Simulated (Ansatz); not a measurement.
The starting structures come from a database of crystals and need not be the phases stable at ambient conditions.

 Where the default PAW files enter, the runs use the earlier of Ansatz's two default sets.

The decay constant κ of evanescent states in the gap governs leakage through a thin film.

Data:

```
MgB2C2
1.0
    2.76530     0.00000     0.00000
    0.00000     7.17887     0.00000
    0.00000     0.00000     4.61477
Mg B C
2 4 4
Cartesian
  1.38265   3.58943   2.30739
  0.00000   0.00000   0.00000
  1.38265   5.23792   4.07692
  1.38265   1.94095   0.53785
  0.00000   5.53039   1.76953
  0.00000   1.64848   2.84524
  1.38265   1.58179   3.62481
  1.38265   5.59708   0.98996
  0.00000   2.00764   1.31742
  0.00000   5.17123   3.29735
```

Space group of this cell: Pnnm. The cell is taken as given.

Transport runs along the normal of the first two printed cell vectors.

The gap is the functional's own. No spin-orbit coupling. Mid-gap values are interpolated on the energy grid.

Task: Predict the band gap and the smallest decay constant κ at mid-gap from r2SCAN (Ansatz, an electronic-structure program).

Result: Gap 1.56 eV on a 12×4×8 mesh; κ = 0.209 1/Å, at (0.000, 0.250) of the in-plane reciprocal vectors. At the zone centre, at the nearest computed energy, the slowest state has κ = 0.21 1/Å.
